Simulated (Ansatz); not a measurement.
Cell of GaN-ML on WSe2 (WSe2 trigonal-prismatic (1H); facing N atop Se, held by symmetry; GaN-ML a predicted or substrate-bound sheet, here free; layers strained to one cell), with its geometry taken from a PBE+D3(BJ) run:

```yaml
crystal:
  lattice:
    - [3.28548, 0.00000, 0.00000]
    - [-1.64274, 2.84531, 0.00000]
    - [0.00000, 0.00000, 24.71000]
  atoms:
    - { symbol: Se, position: [0.66667, 0.33333, 0.35979] }
    - { symbol: W, position: [0.33333, 0.66667, 0.42796] }
    - { symbol: Se, position: [0.66667, 0.33333, 0.49614] }
    - { symbol: Ga, position: [0.33333, 0.66667, 0.64189] }
    - { symbol: N, position: [0.66667, 0.33333, 0.64241] }
```

Calculation: HSE06 (plane waves to 420 eV, PAW; Ansatz, a first-principles code). Scalar-relativistic, without spin–orbit coupling. Its k-point mesh 9×9×1, Fermi–Dirac width 0.01 eV. HSE06 ran on meshes of its own (9×9×1); its edges and gaps are taken over the mesh and over extra points off it, mostly where PBE has its edges. A dipole correction is on.

Give the plane-averaged electrostatic potential energy of an electron along the normal (the smooth PAW potential), about its mean over the cell, from 5 Å under the lowest atom to 5 Å over the highest.

(z (Å), V (eV)): (3.981, 3.52); (4.118, 3.52); (4.256, 3.52); (4.393, 3.52); (4.530, 3.52); (4.667, 3.52); (4.805, 3.52); (4.942, 3.52); (5.079, 3.52); (5.217, 3.52); (5.354, 3.52); (5.491, 3.52); (5.628, 3.52); (5.766, 3.52); (5.903, 3.52); (6.178, 3.51); (6.315, 3.50); (6.452, 3.49); (6.589, 3.47); (6.727, 3.45); (6.864, 3.40); (7.001, 3.34); (7.138, 3.25); (7.276, 3.11); (7.413, 2.89); (7.550, 2.56); (7.688, 2.06); (7.825, 1.29); (7.962, -0.02); (8.099, -1.86); (8.237, -3.62); (8.374, -4.84); (8.511, -5.56); (8.649, -6.00); (8.786, -6.26); (8.923, -6.44); (9.060, -6.59); (9.198, -6.76); (9.335, -6.95); (9.472, -7.11); (9.609, -7.26); (9.747, -7.79); (9.884, -9.23); (10.021, -11.51); (10.159, -13.97); (10.433, -17.44); (10.570, -17.94); (10.708, -17.50); (10.845, -16.17); (10.982, -14.12); (11.120, -11.68); (11.257, -9.36); (11.394, -7.86); (11.531, -7.29); (11.669, -7.14); (11.806, -6.98); (11.943, -6.79); (12.080, -6.62); (12.218, -6.46); (12.355, -6.29); (12.492, -6.03); (12.630, -5.62); (12.767, -4.93); (12.904, -3.77); (13.041, -2.06); (13.179, -0.22); (13.316, 1.10); (13.453, 1.87); (13.591, 2.36); (13.728, 2.65); (13.865, 2.82); (14.002, 2.88); (14.140, 2.86); (14.277, 2.76); (14.414, 2.56); (14.689, 1.74); (14.826, 0.97); (14.963, -0.27); (15.101, -2.06); (15.238, -4.44); (15.375, -7.29); (15.512, -10.15); (15.650, -12.52); (15.787, -13.91); (15.924, -14.06); (16.061, -12.92); (16.199, -10.71); (16.336, -7.86); (16.473, -4.88); (16.611, -2.28); (16.748, -0.36); (16.885, 0.97); (17.022, 1.80); (17.160, 2.34); (17.297, 2.71); (17.434, 2.95); (17.572, 3.12); (17.709, 3.23); (17.846, 3.30); (17.983, 3.35); (18.121, 3.38); (18.258, 3.41); (18.395, 3.42); (18.532, 3.43); (18.670, 3.44); (18.944, 3.44); (19.082, 3.45); (19.219, 3.45); (19.356, 3.45); (19.493, 3.45); (19.631, 3.45); (19.768, 3.45); (19.905, 3.45); (20.043, 3.45); (20.180, 3.45); (20.317, 3.45); (20.454, 3.45); (20.592, 3.45); (20.729, 3.45); (20.866, 3.45)
